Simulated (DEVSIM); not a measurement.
Structure: Ni/HfO2/p-GaAs capacitor, at 300 K.

Layer 1 from the left is HfO2, thickness (nm) 3.20. Layer 2 from the left is GaAs, thickness (nm) 2900, Na (cm⁻³) 4.8e16.

Metal gate on the left, work function 5.1 eV. Fixed charge at the semiconductor interface 0 cm⁻² (in units of +e); no interface traps.

This is a model device: material constants are rounded textbook-type values typed into the input, and sizes, dopings and lifetimes were drawn at random. Values at 300 K.

HfO2: gap (eV) 5.7, affinity (eV) 2.5, permittivity 22. GaAs: gap (eV) 1.424, affinity (eV) 4.07, permittivity 12.9, Nc (cm⁻³) 4.7e17, Nv (cm⁻³) 9e18.

Simulated with DEVSIM: 1D Poisson equation in equilibrium, Boltzmann statistics, complete ionisation; no quantum confinement or tunnelling. Metal contacts follow the ideal Schottky-Mott rule: no Fermi-level pinning, no interface dipoles.

**Question.** What does the simulation give for the threshold voltage (band bending 2φF)?

**Answer.** threshold voltage (band bending 2φF) 1.00 V.
